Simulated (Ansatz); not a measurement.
# A computed series for Pd: response to strain

Base system: Pd in the fcc (Cu type) structure (space group Fm-3m, No. 225; a = 3.876 Å). Axes: x, y, z lie along the cube axes.

Strains are applied to the cell and any free atomic positions relax; under biaxial strain the out-of-plane vector relaxes too; under stress the whole cell relaxes.

Method: PBEsol (Ansatz, a quantum-chemistry and plane-wave program; PAW; 420 eV plane waves; scalar-relativistic without spin-orbit coupling).

Notes on the quantities. energy relative to the base: free energy F; pressure: mean of the normal stresses, compression positive.

| variant | energy relative to the base | shortest interatomic distance | pressure | space group |
|---|---|---|---|---|
| base | 0 meV/atom | 2.741 Å | 0.0 GPa | Fm-3m (No. 225) |
| biaxial strain +2.47 %, plane normal [001], relaxed out of plane | +6.9 meV/atom | 2.724 Å | -1.8 GPa | I4/mmm (No. 139) |
| biaxial strain −0.80 %, plane normal [110], relaxed out of plane | +1.6 meV/atom | 2.719 Å | 1.4 GPa | Immm (No. 71) |
| biaxial strain +4.20 %, plane normal [110], relaxed out of plane | +45 meV/atom | 2.649 Å | -7.7 GPa | Immm (No. 71) |
| biaxial strain +2.31 %, plane normal [111], relaxed out of plane | +14 meV/atom | 2.722 Å | -4.1 GPa | R-3m (No. 166) |
| isotropic strain +4.76 % | +154 meV/atom | 2.871 Å | -19.4 GPa | Fm-3m (No. 225) |
| uniaxial strain ε_yy = +0.81 % | +0.7 meV/atom | 2.741 Å | -1.6 GPa | I4/mmm (No. 139) |
| tensor shear ε_yz = −0.60 % | … | 2.724 Å | 0.0 GPa | Immm (No. 71) |
| tensor shear ε_yz = −0.96 % | +1.3 meV/atom | 2.714 Å | 0.1 GPa | Immm (No. 71) |
| uniaxial stress, 2 GPa compression along x | +2.5 meV/atom | 2.722 Å | – | I4/mmm (No. 139) |

Complete the table.


- tensor shear ε_yz = −0.60 %, energy relative to the base: +0.5 meV/atom

A biaxial case was relaxed in a doubled cell and then solved in the primitive one. Without a gap, meshes like the base's 21×21×21 leave anisotropic stresses uncertain by several tenths of a GPa, and small strain energies with them. Beyond what the load breaks, stability against distortions was not tested. The final runs are not spin-polarised. Pd lies near a magnetic instability that expansion can trigger; it was not tested.
